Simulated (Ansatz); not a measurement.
Start from BeS in the zinc blende structure (space group F-43m, No. 216).

```
BeS
1.0
    0.00000     2.39818     2.39818
    2.39818     0.00000     2.39818
    2.39818     2.39818     0.00000
Be S
1 1
Cartesian
  0.00000   0.00000   0.00000
  1.19909   1.19909   1.19909
```

Cartesian axes are those of the cell as printed.

All numbers come from LDA, PAW, 420 eV (Ansatz, an electronic-structure program; without spin-orbit coupling).

Before the change:

The band gap comes out as 2.82 eV and the valence-band top at Γ comes out as 0.00, 0.00, 0.00 eV.

Now apply this change: tensor shear ε_xy = +0.29 % (engineering shear γ = 0.0058), atoms relaxed at fixed cell.

Problem. How does this affect the stress?

Solution. The stress (xx, yy, zz, yz, xz, xy; compression positive) comes out as (0.00, 0.00, -0.01, 0.00, 0.00, -0.50) GPa.

Problem. Predict the new band gap.

Solution. The band gap decreases by 0.025 eV, from 2.82 eV to 2.80 eV.

Problem. What does the calculation give for the energy relative to the base after the change?

Solution. The energy stays essentially unchanged.

Problem. What does the calculation give for the valence-band top at Γ after the change?

Solution. The valence-band top at Γ (three highest levels, from the VBM) goes from 0.00, 0.00, 0.00 eV to 0.00, -0.02, -0.05 eV.

The cells carry an imposed strain or load. No phonon test of stability was made.
